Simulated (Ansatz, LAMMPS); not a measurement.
Si well of 21 atomic layers along [001] in random Si0.5Ge0.5, interfaces graded over 8 layers. Cell 16.85 × 16.85 × 66.14 Å, Si608Ge256, 864 atoms. Prepared with Tersoff's 1989 multicomponent potential (SiCGe.tersoff) in LAMMPS: minimisation. 

Basis: localised support functions (accuracy medium) on a full density matrix. k-points: zone centre alone; occupations: Fermi-Dirac, 0.010 eV; spin polarisation not allowed. Spin-orbit coupling is left out.

**Question.** What is the computed gap and bonding (Ansatz (a program for electronic structure) with PBE, support functions at accuracy medium on the grid of 370 eV)?

**Answer.** 
* **Kohn-Sham gap of the cell on its k-mesh**: 0.19 eV
* **weight of the highest filled level on the well**: 0.32
* **weight of the lowest empty level on the well**: 0.99
* **coordination (neighbours within 2.873 Å)**: 100.0 % 4-fold
* **Ge-Ge bonds, mean ± spread**: 2.478 ± 0.009 Å
* **Ge-Si bonds, mean ± spread**: 2.433 ± 0.009 Å
* **Si-Si bonds, mean ± spread**: 2.393 ± 0.008 Å
* **bond angles, mean ± spread**: 109.5° ± 1.4°
* **pressure**: -1.41 GPa
